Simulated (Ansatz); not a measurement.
Given:

```
PbTe
1.0
    0.00000     3.17589     3.17589
    3.17589     0.00000     3.17589
    3.17589     3.17589     0.00000
Te Pb
1 1
Direct
  0.50000   0.50000   0.50000
  0.00000   0.00000   0.00000
```

No spin polarisation.

The values are results of Kohn–Sham DFT with the PBEsol functional, run in Ansatz (a quantum-chemistry and plane-wave program) with PAW and 420 eV plane waves, spin-orbit coupling left out, not measurements. k-mesh 9×9×9 (Γ-centred); smearing 0.05 eV (Fermi–Dirac).

Estimate the gap character.

Direct at L.

Estimate the hole mass.

0.32 mₑ along k, 0.061 mₑ across (at L).

With Pb and Te present, leaving out spin-orbit coupling can change the band edges. Load acts through the strain it causes; cell and atoms are relaxed under it. Effective masses come from finite differences of ±0.01 Å⁻¹. Along k means along the line from Γ to the band edge. Whether these cells are dynamically stable was not tested. The cell was made from PbTe in the rock salt structure (space group Fm-3m, No. 225) by this change: pressure 2.1 GPa.
